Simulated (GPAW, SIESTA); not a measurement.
A SIESTA input for a self-consistent single point of BeB₂ (P6/mmm, 3 atoms in the cell) (DFT, GGA PBEsol, numerical atomic orbitals DZP, PseudoDojo PBEsol standard norm-conserving potentials (rewritten from UPF to PSML)):

```
# files in the folder: Be.psml B.psml (PseudoDojo PBEsol standard)
SystemName  BeB2
SystemLabel beb2

NumberOfAtoms                3
NumberOfSpecies              2
%block ChemicalSpeciesLabel
  1 4 Be
  2 5 B
%endblock ChemicalSpeciesLabel
LatticeConstant              1.0 Ang
%block LatticeVectors
     2.871096000    0.000000000    0.000000000
    -1.435548000    2.486442000    0.000000000
     0.000000000    0.000000000    2.819783000
%endblock LatticeVectors
AtomicCoordinatesFormat      Bohr
%block AtomicCoordinatesAndAtomicSpecies
     0.000000000    0.000000000    0.000000000  1
    -0.000002713    3.132464503    2.664308800  2
     2.712795272    1.566229902    2.664308800  2
%endblock AtomicCoordinatesAndAtomicSpecies

XC.functional                GGA
XC.authors                   PBEsol
PAO.BasisSize                DZP
PAO.EnergyShift              0.01 Ry
PAO.Polarization.NonPerturbative true
MeshCutoff                   350 Ry
%block kgrid.MonkhorstPack
   13   0   0  0.0
    0  13   0  0.0
    0   0  11  0.0
%endblock kgrid.MonkhorstPack
OccupationFunction           FD
ElectronicTemperature        136.0 meV

MaxSCFIterations             150
SCF.Mixer.Method             Pulay
SCF.Mixer.Weight             0.2
SCF.Mixer.History            6
SCF.DM.Tolerance             1.0E-04
Diag.ParallelOverK           true
WriteForces                  true
```

**Question.** Write the same calculation as an input for GPAW.

**Answer.** This is the input that was run; spellings and numerical settings could be chosen otherwise.

```python
from ase import Atoms
from ase.units import GPa
from gpaw import GPAW

atoms = Atoms(['Be', 'B', 'B'],
              cell=[[2.871096, 0.000000, 0.000000],
                    [-1.435548, 2.486442, 0.000000],
                    [0.000000, 0.000000, 2.819783]],
              scaled_positions=[[0.000000, 0.000000, 0.000000],
                                [0.333333, 0.666667, 0.500000],
                                [0.666667, 0.333333, 0.500000]],
              pbc=True)

calc = GPAW(mode={'name': 'pw', 'ecut': 950},
            xc='PBEsol',
            kpts=(13, 13, 11),
            occupations={'name': 'fermi-dirac', 'width': 0.136},
            nbands=-11,
            convergence={'forces': 0.001},
            symmetry={'symmorphic': False, 'tolerance': 0.0005},
            maxiter=120)

atoms.calc = calc

energy = atoms.get_potential_energy()
print('Energy (eV):', round(energy, 6))
forces = atoms.get_forces()
print('Forces (eV/Ang):')
print(forces.round(5))
stress = atoms.get_stress()
print('Stress (GPa, Voigt):', (stress / GPa).round(4))
```

Basis settings and potentials, where a program has them, do not carry over. This input uses DFT PBEsol, plane waves, GPAW PAW datasets PBEsol (made by gpaw-setup).

The starting cell comes from a database of computed structures (which also holds hypothetical and non-ambient phases and stackings), without a prior relaxation at this level. For this run, on top of that: lattice scaled by 0.98.
